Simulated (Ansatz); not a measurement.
Base system: Hg in the diamond structure (space group Fd-3m, No. 227; a = 7.647 Å; a hypothetical phase, not in the database extracts checked).

(Cell as relaxed with PBE.)

Levels (all Ansatz, a quantum-chemistry and plane-wave program, PAW): PBE (420 eV, no SOC); PBEsol (420 eV, no SOC).

Each level relaxes its own structure.

```tsv
quantity	PBE	PBEsol
volume per atom	55.90 Å³	36.30 Å³
lattice parameter a	7.647 Å	6.622 Å
band gap	0.36 eV	zero
```

PBE's volume per atom lies 19.60 Å³ above PBEsol's (54.0 %); PBE's lattice parameter a lies 1.025 Å above PBEsol's (15.5 %); they disagree on the band gap. Neither level is exact; PBEsol is the comparison here, not a measurement.

Spin-orbit coupling, missing from the scalar runs, can matter with Hg. No phonon test of stability was made.
